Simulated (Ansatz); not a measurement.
Calculation: PBE (plane waves to 420 eV, PAW; Ansatz, an electronic-structure program).

Electrostatic potential energy of an electron, averaged over planes parallel to the surface, in eV from the Fermi level, for a constructed model of the (100) surface of fcc Cu, a layer of Fe in place of the second plane (bottom of the slab: a bare face, its two planes held):

```csv
z (Å),V (eV)
3.97,4.56
4.25,4.56
4.53,4.56
4.82,4.56
5.10,4.55
5.38,4.54
5.67,4.51
5.95,4.45
6.23,4.33
6.52,4.09
6.80,3.59
7.08,2.56
7.37,0.11
7.65,-5.96
7.93,-12.07
8.22,-14.19
8.50,-11.98
8.78,-6.23
9.07,-1.77
9.35,-4.18
9.63,-10.41
9.92,-14.18
10.20,-13.71
10.48,-9.10
10.77,-3.14
11.05,-2.37
11.33,-7.79
11.62,-13.05
11.90,-14.36
12.18,-11.42
12.47,-5.33
12.75,-1.67
13.03,-5.01
13.32,-11.17
13.60,-14.34
13.88,-13.26
14.17,-8.20
14.45,-2.73
14.73,-3.16
15.02,-8.91
15.30,-14.08
15.58,-15.34
15.87,-12.25
16.15,-6.33
16.43,-2.84
16.72,-6.59
17.00,-12.11
17.28,-14.29
17.57,-12.22
17.85,-6.15
18.13,-0.08
18.42,2.37
18.70,3.40
18.98,3.89
19.27,4.13
19.55,4.25
19.83,4.30
20.12,4.33
20.40,4.35
20.68,4.35
20.97,4.36
21.25,4.36
21.53,4.36
```

Model: 6-atom slab, 9.1 Å thick at the start (thin: gaps and levels are the slab's own), 15x15x1 mesh, Fermi-Dirac 0.1 eV, dipole correction, 2 atoms held, the rest relaxed; symmetry of the start imposed; spin-polarised, ending with about 2.8 μB a cell; orders that need a larger cell were not tried, no spin-orbit, no U. In PBE it lies 0.04 eV a 1x1 cell over the lowest computed structure of the same composition (a layer of Fe in place of the third plane).

The vacuum level lies 4.36 eV above the Fermi level over the top face and 4.56 eV above it under the bottom face.
